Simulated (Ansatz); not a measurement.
The reference is Ti in the hcp (Mg type) structure (space group P6_3/mmc, No. 194; a = 2.864 Å, c = 4.537 Å; relaxed with 0.1 eV smearing). Axes: x lies along a and z along c of the hexagonal cell.

Level of theory: LDA (Ansatz, an electronic-structure program, PAW, no spin-orbit coupling).

Base values:

- Pressure = 0.0 GPa

Modification: uniaxial strain ε_zz = +1.50 %, all other strain components held at zero; the atoms relax in the strained cell.

Question: What happens to the energy relative to the base and pressure?

Answer: The energy increases by 2.2 meV/atom; the pressure (mean of the normal stresses, compression positive) goes from zero to -1.9 GPa.

Stability against distortions was not tested. All final runs are without spin polarisation.
